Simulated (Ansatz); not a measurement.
## NaCl in the rock salt structure (space group Fm-3m, No. 225)

```
NaCl
1.0
    0.00000     2.80387     2.80387
    2.80387     0.00000     2.80387
    2.80387     2.80387     0.00000
Na Cl
1 1
Direct
  0.00000   0.00000   0.00000
  0.50000   0.50000   0.50000
```

Method: Ansatz (a program for electronic structure), r2SCAN, PAW, cutoff 500 eV, without spin-orbit coupling. k-mesh 10×10×10 (Γ-centred); smearing 0.05 eV (Fermi–Dirac).

| Property | Result |
|---|---|
| Volume per atom | 22.04 Å³ |
| Density | 2.20 g/cm³ |
| Band gap | 5.97 eV, direct at Γ |
| Electron mass | 0.40 mₑ |
| Hole mass (degenerate bands, along [100]) | 0.65, 2.7, 2.7 mₑ |
| Lowest conduction-band minima above the VBM | Γ 5.97 eV |
| Total energy | -1288.164 eV/atom (σ→0; compares only within this code and set-up) |

Masses are band curvatures over ±0.01 Å⁻¹ around the edge. Whether these cells are dynamically stable was not tested.
